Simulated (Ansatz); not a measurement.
Worked example: relaxation of the atoms of LuAu₂ (I4mm, 3 atoms in the cell) in Ansatz (a quantum-chemistry and plane-wave program).

Level of theory: LDA (PW92), default PAW files made with PBE (plane waves; Ansatz).

The change in words: one atom moved by 0.15 angstrom; relax: default → atoms; relax.f_tol: default → 0.2 eV/Å. Reference geometry:
```
LuAu2
1.0
   -1.83158     1.83158     4.47095
    1.83158    -1.83158     4.47095
    1.83158     1.83158    -4.47095
Lu Au
1 2
Direct
  0.00000   0.00000   0.00000
  0.66394   0.66394   0.00000
  0.33606   0.33606   0.00000
```

Reference input (self-consistent single point, DFT, LDA (PW92), plane waves, default PAW files made with PBE): basis.ecutwfc = 420 eV; kpoints.mp_grid.grid = 13 13 13; hamiltonian.xc = lda; hamiltonian.pseudopotentials = {kind: paw} (the program's default PAW files); scf.occupations.method = gaussian; scf.occupations.width = 0.1 eV. This run's input differs from it in these lines:

```diff
@@ -7,3 +7,3 @@
   atoms:
-    - { symbol: Lu, position: [0.00000000, 0.00000000, 0.00000000] }
+    - { symbol: Lu, position: [0.01677500, 0.01677500, 0.00000000] }
     - { symbol: Au, position: [0.66394000, 0.66394000, 0.00000000] }
@@ -23,2 +23,4 @@
     width: 0.1
+relax:
+  f_tol: 0.2
 output:
```

Log, with long lists cut:

```
   [... SCF lines of the steps left out ...]
relax step   1: F+E_penalty+E_count = -40225.43578896 eV  Δ(F+E_penalty+E_count) = +0.000e0 eV  max|allowed force component| = 9.438e-1 eV/Å  Δτ_max = 0.0000 Å  (6 SCF iters, dr2 threshold 1.00e-4 eV, accepted)
relax step   2: F+E_penalty+E_count = -40225.46298553 eV  Δ(F+E_penalty+E_count) = -2.720e-2 eV  max|allowed force component| = 7.157e-1 eV/Å  Δτ_max = 0.1762 Å  (8 SCF iters, dr2 threshold 5.57e-5 eV, accepted)
relax step   3: F+E_penalty+E_count = -40225.50385890 eV  Δ(F+E_penalty+E_count) = -4.087e-2 eV  max|allowed force component| = 1.183e-1 eV/Å  Δτ_max = 0.0751 Å  (9 SCF iters, accepted)
the relaxation is at rest under the 8 symmetry operations that the run kept from its start: a minimum is not shown …
Free energy (F): -40225.503859 eV
Internal energy: -40225.500072 eV  (E = F + TS)
E sigma→0 (E₀):  -40225.501965 eV
Entropy (-TS):   -0.003787 eV (-1.262 meV/atom)
Fermi energy:    18.202486 eV
--- Forces (eV/Å), atoms counted from 1 ---
  atom   1  Lu     0.00000000    -0.00000000     0.01003439
  atom   2  Au     0.00000000    -0.00000000    -0.11836527
  atom   3  Au     0.00000000     0.00000000     0.10807188
--- Stress (GPa, compression-positive) ---
       -7.784448      -0.000000      -0.000000
       -0.000000      -7.784448      -0.000000
   [... lines left out ...]
  F+E_penalty+E_count = -40225.50385890 eV   max|allowed force component| = 1.183e-1 eV/Å
  atoms:
    - { symbol: Lu, position: [0.00546710158327297, 0.005467101583272965, -5.362947258974487e-18] }
    - { symbol: Au, position: [0.6714752910778309, 0.6714752910778309, 3.5737293652771166e-18] }
    - { symbol: Au, position: [0.33983260733889614, 0.33983260733889614, 1.7892178936973697e-18] }
```

The run converged. 

Summary of the result:
```
Property                                                  Value
-----------------------------------------------  --------------
Free energy E − TS (on the zero of these files)  -40225.5039 eV
Fermi level (on the code's own zero)                   18.20 eV
Pressure                                              -8.20 GPa
Largest force (vector length)                        0.118 eV/Å
Relaxation steps                                              3
```

The starting cell comes from a database of computed structures (which also holds hypothetical and non-ambient phases and stackings), without a prior relaxation at this level. Its lattice was rescaled by up to half a per cent. For this run, on top of that: one atom moved by 0.15 angstrom. The relaxation keeps the symmetry of its start, so its end need not be a minimum. Ansatz's pressure includes its estimate of the finite-basis (Pulay) stress.

Cost on one core of a shared machine: roughly 4 min.

Keys are those of Ansatz 0.2.
